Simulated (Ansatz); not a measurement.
System: Ru₃Al (model structure, started from the A15 type, Pm-3n, No. 223, 8 atoms in the cell). Method: LDA in Ansatz (plane waves, PAW).

Settings: plane-wave cutoff 520 eV, 12×12×12 k mesh, Fermi–Dirac smearing 0.05 eV, no spin polarisation, scalar-relativistic PAW data made under PBE.

Cell (relaxed at this level):

```cif
data_Al2Ru6
_chemical_formula_sum 'Ru6 Al2'
_space_group_name_H-M_alt 'Pm-3n'
_space_group_IT_number 223
_space_group_name_Hall '-P 4n 2 3'
_cell_length_a 4.75813
_cell_length_b 4.75813
_cell_length_c 4.75813
_cell_angle_alpha 90.000
_cell_angle_beta 90.000
_cell_angle_gamma 90.000
loop_
_atom_site_label
_atom_site_type_symbol
_atom_site_symmetry_multiplicity
_atom_site_Wyckoff_symbol
_atom_site_fract_x
_atom_site_fract_y
_atom_site_fract_z
_atom_site_occupancy
Ru1 Ru 6 c 0.00000 0.50000 0.25000 1
Al1 Al 2 a 0.00000 0.00000 0.00000 1
```

Q: Predict the bulk modulus.

A: 
* **bulk modulus**: 272 GPa

Note: the run has no spin polarisation, so it can have missed a magnetic state; the bulk modulus is −V dP/dV from two relaxed cells at ±2 % in volume; the relaxation could raise the start's symmetry but not lower it, so the cell can be a saddle point.

Computing time: roughly 2.9 core-minutes.

A model structure was made by putting elements into a prototype or built by hand; it is no filed structure, need not be a known phase, and can be a saddle point held by its symmetry.

Ansatz is a program for electronic structure.
